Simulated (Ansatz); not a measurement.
## BeS (model structure, within 0.1 Å of P4/nmm, No. 129, 8 atoms in the cell)

Calculation: PBEsol (PAW; Ansatz, a quantum-chemistry and plane-wave program).

Run with plane-wave cutoff 520 eV, 6×18×16 k mesh (along the axes of the cell as run), Fermi–Dirac smearing 0.05 eV, scalar-relativistic PAW data made under PBE.

Cell (relaxed at this level):

```yaml
crystal:
  lattice:
    - [11.24879, 0.00000, 0.00000]
    - [0.00000, 3.45227, 0.00000]
    - [0.00000, 0.00000, 3.45244]
  atoms:
    - { symbol: Be, position: [0.25000, 0.25000, 0.25056] }
    - { symbol: Be, position: [0.25000, 0.75000, 0.75056] }
    - { symbol: Be, position: [0.75000, 0.75000, 0.74944] }
    - { symbol: Be, position: [0.75000, 0.25000, 0.24944] }
    - { symbol: S, position: [0.85841, 0.25000, 0.74943] }
    - { symbol: S, position: [0.64159, 0.75000, 0.24943] }
    - { symbol: S, position: [0.14159, 0.75000, 0.25057] }
    - { symbol: S, position: [0.35841, 0.25000, 0.75057] }
```

```yaml
band_gap: 3.39 eV (on the SCF k mesh)
```

Note: the cell has widely spaced layers and the level no dispersion term, so their spacing and the moduli can rest on weak binding.

Static lattice: no zero-point or thermal effects.

The result took around 28 core-minutes (rough).

A model structure was made by putting elements into a prototype or built by hand; it is no filed structure, need not be a known phase, and can be a saddle point held by its symmetry.
